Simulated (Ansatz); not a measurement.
# How the elastic constant C44 of 1T (CdI2-type) PtTe₂ moves with the method

No measured value is used here.

| level (code) | value (GPa) | cell (Å³/atom) |
|---|---|---|
| LDA (Ansatz) | … | 23.76 |
| PBE (Ansatz) | 21.5 | 25.97 |
| PBEsol (Ansatz) | 40.0 | 24.27 |
| PBEsol+SOC (Ansatz) | … | 24.37 |
| PBE-D3(BJ) (Ansatz) | 47.9 | 24.16 |
| PBE-D3(BJ)+SOC (Ansatz) | 47.1 | 24.24 |
| PBE-D4 (Ansatz) | 48.0 | 24.16 |

Question: What belongs in the gaps?

Answer: 
- LDA (Ansatz, an electronic-structure program), value (GPa): 44.4
- PBEsol+SOC (Ansatz), value (GPa): 38.9

Density-functional levels without +SOC have no spin–orbit coupling. LDA: LDA has no dispersion term either, though it tends to give short spacings of layers, chains or molecules. PBE, PBEsol, PBEsol+SOC: the cell comes from a level without a dispersion term, which matters for the spacing of layers, chains or molecules. PBE-D3(BJ), PBE-D4: the dispersion coefficients are held fixed in the derivatives. Each level is taken at its own relaxed cell. Ansatz's density-functional and Hartree–Fock values are scalar-relativistic unless marked +SOC, with PAW data made under PBE.
